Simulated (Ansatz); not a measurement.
The reference is Al2Pt (space group Fm-3m, No. 225; a = 5.8967 Å; relaxed with 0.1 eV smearing). Axes: x, y, z lie along the cube axes.

Calculations: PBEsol, PAW, 420 eV (Ansatz, a first-principles code; no spin-orbit coupling).

Base values:

| Property | Result |
|---|---|
| Volume per atom | 17.09 Å³ |

Perturbation: tensile biaxial strain of 2.08 % in the plane normal to [111], as in epitaxy on a mismatched substrate; the out-of-plane cell vector and the atoms relax.

Estimate the effect on the in-plane stress.

The mean in-plane stress (compression positive) comes out as -4.1 GPa.

How does this affect the volume per atom?

The volume per atom grows by 0.348 Å³ (17.09 Å³ → 17.43 Å³).

What does the calculation give for the energy relative to the base after the change?

The energy increases by 9.1 meV/atom.

Stability against distortions was not tested. The final runs are not spin-polarised.
